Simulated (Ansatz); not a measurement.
Consider MoS2 in the 2H-MoS2 type structure (space group P6_3/mmc, No. 194; a = 3.1730 Å, c = 12.4366 Å; layered, stacked along the Cartesian z axis). Axes: x lies along a and z along c of the hexagonal cell.

The values are results of r2SCAN+rVV10, PAW, 500 eV (Ansatz, a first-principles code; no SOC), not measurements.

Before the change:

| Property | Result |
|---|---|
| Pressure | 0.00 GPa |
| Shortest interatomic distance | 2.403 Å |

Now apply this change: the cell is stretched by 0.85 % along y with no lateral relaxation; the atoms relax in the strained cell.

Q: What does the calculation give for the energy relative to the base after the change?

A: The energy grows by 0.9 meV/atom.

Q: Predict the new pressure.

A: The pressure (mean of the normal stresses, compression positive) goes from zero to -0.83 GPa.

Q: What happens to the shortest interatomic distance?

A: The shortest interatomic distance stays essentially unchanged (2.403 Å against 2.405 Å).

Stability against distortions was not tested.
